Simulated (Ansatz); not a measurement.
1T (CdI2-type) PtTe₂, treated with PBE0-D4 (PAW; Ansatz, a program for electronic structure).

Run with plane-wave cutoff 500 eV, 12×12×6 k mesh (along the axes of the cell as run), Fermi–Dirac smearing 0.05 eV, scalar-relativistic PAW data made under PBE.

Computed at the level's own relaxed cell.

Q: Estimate the volume per atom, lattice parameter a and lattice parameter c that the calculation returns.

A: 
volume per atom: 23.64 Å³/atom
lattice parameter a: 4.013 Å
lattice parameter c: 5.086 Å

Measured, for comparison: lattice constant a 4.026 Å, lattice parameter c 5.221 Å (temperature not stated, not corrected to a static lattice; as tabulated in Pelayo et al. (2023), arXiv:2312.15371). Computed (rounded) less measured: lattice constant a -0.3 %, lattice parameter c -2.6 %. A static lattice is as a rule a little smaller and stiffer than an uncorrected measurement, which narrows the difference in the lattice constant a and would widen misses of the other sign.

Note: exact exchange on metals is sensitive to the k mesh and can open a false gap; the run warned that the count of filled bands differs between k points.

Spin–orbit coupling is not included.

The computed numbers hold no vibrational or temperature effects.
